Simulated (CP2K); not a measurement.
Input and output of a self-consistent single point for Ga3P (I4/mmm, 4 atoms in the cell) (CP2K).

Method: LDA (Pade form), GPW, DZVP-MOLOPT-SR-GTH basis, GTH-PADE potentials (GTH_POTENTIALS) in CP2K 2026.2.

```
Ga3P
1.0
    5.83605     0.00000     0.00000
    3.40577     4.73923     0.00000
   -4.62091    -2.36961     2.66301
Ga P
3 1
Cartesian
  2.91803   0.00000   1.33151
  1.70288   2.36961   1.33151
  4.62091   2.36961   0.00000
  0.00000   0.00000   0.00000
```

Reference input (self-consistent single point, DFT PBEsol, GPW, DZVP-MOLOPT-SR-GTH basis, GTH-PBE potentials (GTH_POTENTIALS)): CUTOFF = 600 Ry; REL_CUTOFF = 60 Ry; SMEAR/METHOD = FERMI_DIRAC; ELECTRONIC_TEMPERATURE = 1160.45 K; KPOINTS/SCHEME = MONKHORST-PACK 8 8 8; GAMMA_CENTERED = T; XC_FUNCTIONAL = PBE:PBESOL; Ga/BASIS_SET = DZVP-MOLOPT-SR-GTH-q13; Ga/POTENTIAL = GTH-PBE-q13; P/BASIS_SET = DZVP-MOLOPT-SR-GTH-q5; P/POTENTIAL = GTH-PBE-q5; METHOD = GPW. This run's input differs from it in these lines:

```diff
@@ -43,6 +43,3 @@
     &XC
-      &XC_FUNCTIONAL
-        &PBE
-          PARAMETRIZATION PBESOL
-        &END PBE
+      &XC_FUNCTIONAL PADE
       &END XC_FUNCTIONAL
@@ -80,3 +77,3 @@
       BASIS_SET DZVP-MOLOPT-SR-GTH-q13
-      POTENTIAL GTH-PBE-q13
+      POTENTIAL GTH-PADE-q13
     &END KIND
@@ -84,3 +81,3 @@
       BASIS_SET DZVP-MOLOPT-SR-GTH-q5
-      POTENTIAL GTH-PBE-q5
+      POTENTIAL GTH-PADE-q5
     &END KIND
```

The program printed (abridged):

```
 SCF WAVEFUNCTION OPTIMIZATION

  Step     Update method      Time    Convergence         Total energy    Change
     1 NoMix/Diag. 0.30E+00      -     0.84222702      -230.5105967033 -2.31E+02
     2 Broy./Diag. 0.30E+00      -     0.08021308      -230.7730648260 -2.62E-01
     3 Broy./Diag. 0.30E+00      -     0.04681999      -230.4521431113  3.21E-01
     4 Broy./Diag. 0.30E+00      -     0.01997236      -230.2448147044  2.07E-01
     5 Broy./Diag. 0.30E+00      -     0.00505367      -230.1907523174  5.41E-02
     6 Broy./Diag. 0.30E+00      -     0.00058698      -230.2015947246 -1.08E-02
   [... 3 lines left out ...]
    10 Broy./Diag. 0.30E+00      -     0.00000555      -230.2030769565  2.99E-06
    11 Broy./Diag. 0.30E+00      -     0.00000141      -230.2030935017 -1.65E-05
    12 Broy./Diag. 0.30E+00      -     0.00000101      -230.2030958494 -2.35E-06
    13 Broy./Diag. 0.30E+00      -     0.00000003      -230.2030953642  4.85E-07
  *** SCF run converged in    13 steps ***

  Overlap energy of the core charge distribution:               0.00000000005181
  Self energy of the core charge distribution:               -308.28261392431511
  Core Hamiltonian energy:                                     90.34933480038482
  Hartree energy:                                              19.16219915895468
  Exchange-correlation energy:                                -31.43020867296877
  Electronic entropic energy:                                  -0.00180672633980
  Fermi energy:                                                 0.21133386798194

  Total energy:                                              -230.20309536422212
  Total energy (extrapolated to T->0):                       -230.20219200105223

                     Mulliken Population Analysis

   [... lines left out ...]

 STRESS| Analytical stress tensor [bar]
 STRESS|                        x                   y                   z
 STRESS|      x       -3.17331399573E+04   1.20164426160E+04  -2.64592944641E-02
 STRESS|      y        1.20164426160E+04  -4.90039834024E+04  -2.37541735664E-02
 STRESS|      z       -2.64592944641E-02  -2.37541735664E-02  -5.51652976718E+04
 STRESS| 1/3 Trace                                            -4.53008070105E+04
```

The run converged in 13 iterations. Against the reference run the pressure goes from -2.77 to -4.53 GPa.

The starting cell comes from a database of computed structures (which also holds hypothetical and non-ambient phases and stackings), without a prior relaxation at this level. Values carry the incompleteness of an atom-centred basis. With a pressure of about -5 GPa the cell is away from its equilibrium volume at this level. The run gives no clean gap (levels at the Fermi energy touch, overlap or are partly filled at this smearing), which alone does not show that the compound is a metal.

Cost on one core of a shared machine: roughly 90 s.
